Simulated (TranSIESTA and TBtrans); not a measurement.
Device: (3,3) carbon nanotube with one B atom in place of C. Geometry: 24 atoms about the centre moved by GFN1-xTB to a largest force of 0.04 eV/Å, all others as built. Transport runs along z; the first 36 and the last 36 of the 120 atoms are the lead cells, repeated to infinity.

```xyz
120
Lattice="13.082 0.000 0.000 0.000 13.020 0.000 0.000 0.000 24.682" Properties=species:S:1:pos:R:3 pbc="F F T"
C      6.896     4.500     0.000
C      5.521     4.742     0.000
C      8.582     6.510     0.000
C      4.623     7.208     0.000
C      8.105     7.822     0.000
C      5.521     8.278     0.000
C      7.562     4.742     1.234
C      4.978     5.198     1.234
C      8.459     5.812     1.234
C      4.500     6.510     1.234
C      7.562     8.278     1.234
C      6.187     8.520     1.234
C      6.896     4.500     2.468
C      5.521     4.742     2.468
C      8.582     6.510     2.468
C      4.623     7.208     2.468
C      8.105     7.822     2.468
C      5.521     8.278     2.468
C      7.562     4.742     3.702
C      4.978     5.198     3.702
C      8.459     5.812     3.702
C      4.500     6.510     3.702
C      7.562     8.278     3.702
C      6.187     8.520     3.702
C      6.896     4.500     4.936
C      5.521     4.742     4.936
C      8.582     6.510     4.936
C      4.623     7.208     4.936
C      8.105     7.822     4.936
C      5.521     8.278     4.936
C      7.562     4.742     6.170
C      4.978     5.198     6.170
C      8.459     5.812     6.170
C      4.500     6.510     6.170
C      7.562     8.278     6.170
C      6.187     8.520     6.170
C      6.896     4.500     7.405
C      5.521     4.742     7.405
C      8.582     6.510     7.405
C      4.623     7.208     7.405
C      8.105     7.822     7.405
C      5.521     8.278     7.405
C      7.595     4.692     8.624
C      4.978     5.198     8.639
C      8.459     5.812     8.639
C      4.500     6.510     8.639
C      7.562     8.278     8.639
C      6.187     8.520     8.639
C      6.907     4.412     9.837
C      5.504     4.666     9.859
C      8.616     6.500     9.875
C      4.623     7.208     9.873
C      8.105     7.822     9.873
C      5.521     8.278     9.873
C      7.631     4.615    11.049
C      4.935     5.127    11.110
C      8.488     5.735    11.088
C      4.466     6.469    11.102
C      7.580     8.283    11.115
C      6.187     8.520    11.107
B      6.906     4.270    12.341
C      5.405     4.576    12.341
C      8.621     6.442    12.341
C      4.589     7.184    12.341
C      8.139     7.772    12.341
C      5.491     8.281    12.341
C      7.631     4.615    13.633
C      4.935     5.127    13.572
C      8.488     5.735    13.594
C      4.466     6.469    13.580
C      7.580     8.283    13.567
C      6.187     8.520    13.575
C      6.907     4.412    14.845
C      5.504     4.666    14.823
C      8.616     6.500    14.807
C      4.623     7.208    14.809
C      8.105     7.822    14.809
C      5.521     8.278    14.809
C      7.595     4.692    16.058
C      4.978     5.198    16.043
C      8.459     5.812    16.043
C      4.500     6.510    16.043
C      7.562     8.278    16.043
C      6.187     8.520    16.043
C      6.896     4.500    17.277
C      5.521     4.742    17.277
C      8.582     6.510    17.277
C      4.623     7.208    17.277
C      8.105     7.822    17.277
C      5.521     8.278    17.277
C      7.562     4.742    18.511
C      4.978     5.198    18.511
C      8.459     5.812    18.511
C      4.500     6.510    18.511
C      7.562     8.278    18.511
C      6.187     8.520    18.511
C      6.896     4.500    19.745
C      5.521     4.742    19.745
C      8.582     6.510    19.745
C      4.623     7.208    19.745
C      8.105     7.822    19.745
C      5.521     8.278    19.745
C      7.562     4.742    20.979
C      4.978     5.198    20.979
C      8.459     5.812    20.979
C      4.500     6.510    20.979
C      7.562     8.278    20.979
C      6.187     8.520    20.979
C      6.896     4.500    22.214
C      5.521     4.742    22.214
C      8.582     6.510    22.214
C      4.623     7.208    22.214
C      8.105     7.822    22.214
C      5.521     8.278    22.214
C      7.562     4.742    23.448
C      4.978     5.198    23.448
C      8.459     5.812    23.448
C      4.500     6.510    23.448
C      7.562     8.278    23.448
C      6.187     8.520    23.448
```

Run with TranSIESTA and TBtrans (open boundaries, self-consistent; PseudoDojo norm-conserving potentials, scalar-relativistic): Spin polarized, PAO.BasisSize SZP, PAO.EnergyShift 0.15 eV, XC.Authors PBE, Mesh.Cutoff 150 Ry, ElectronicTemperature 300 K, TS.Voltage 0.0 eV, TBT.Elecs.Eta 0.001 eV.

Energies count from the leads' Fermi level. Transmissions are for each spin. The energy step is 0.02 eV; narrower resonances are cut or missed.

```csv
E (eV),T up,T down
-0.20,1.75,1.75
-0.16,1.76,1.76
-0.12,1.78,1.78
-0.08,1.79,1.79
-0.04,1.80,1.80
0.00,1.82,1.82
0.04,1.82,1.82
0.08,1.83,1.83
0.12,1.84,1.84
0.16,1.85,1.85
0.20,1.85,1.85
```

Question: Give the zero-bias conductance in μS and the resistance at 300 K.

Answer: At the Fermi level the mean of both spins is (1.82 + 1.82)/2 = 1.82. Averaged with −∂f/∂E over the full grid (kT = 25.9 meV) it is 1.81. With G0 = 2e²/h = 77.48 μS, G = 140 μS and R = 1/G = 7.14 kΩ.

Question: The eigenchannels at the Fermi level (both spins) transmit 0.998, 0.819, 0.998, 0.818. What Fano factor of the shot noise follows at low temperature and bias?

Answer: F = Σ τ(1 − τ)/Σ τ = 0.301/3.63 = 0.08.

Moments were seeded on the central atoms alone, and one start was tried. Moving central atoms between leads that stay as built scatters by itself, most near band edges, so not all of the loss belongs to a defect.
